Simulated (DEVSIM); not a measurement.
Device: abrupt Si n-p junction, at 300 K.

Layer 1 from the left is Si, thickness (μm) 7.00, Nd (cm⁻³) 1.4e17, τn (s) 8e-6, τp (s) 0.00024. Layer 2 from the left is Si, thickness (μm) 11.0, Na (cm⁻³) 6.5e17, τn (s) 8e-6, τp (s) 8e-6.

Left contact: ohmic. Right contact: ohmic. Voltage is applied to the left contact. Recombination: SRH at mid-gap. Gap narrowing is on: ΔEg = 6.92 meV × (l + √(l² + 0.5)), l = ln(N/1.3e17 cm⁻³), shared equally by both band edges. Mobility is μmin + (μ − μmin)/(1 + (N/Nref)^α).

The device is made up for the run: typed textbook-type constants, with dimensions and the other settings drawn at random. Values at 300 K.

Si: gap (eV) 1.124, affinity (eV) 4.05, permittivity 11.7, Nc (cm⁻³) 2.86e19, Nv (cm⁻³) 3.1e19, μn (cm²/Vs) 1417, μp (cm²/Vs) 470, μn,min 52, μp,min 45, Nref,n 9.7e16, Nref,p 2.2e17, αn 0.68, αp 0.72.

DEVSIM, 1D drift-diffusion, Boltzmann statistics, complete ionisation; no tunnelling, impact ionisation, image-force lowering or self-heating.

### Question
What does the simulation give for the largest field in the device at zero bias, the potential step across the device at zero bias, the dark forward voltage at 1 A/cm²?

### Answer
largest field in the device at zero bias 170000 V/cm; potential step across the device at zero bias 0.872 V; dark forward voltage at 1 A/cm² 0.692 V.
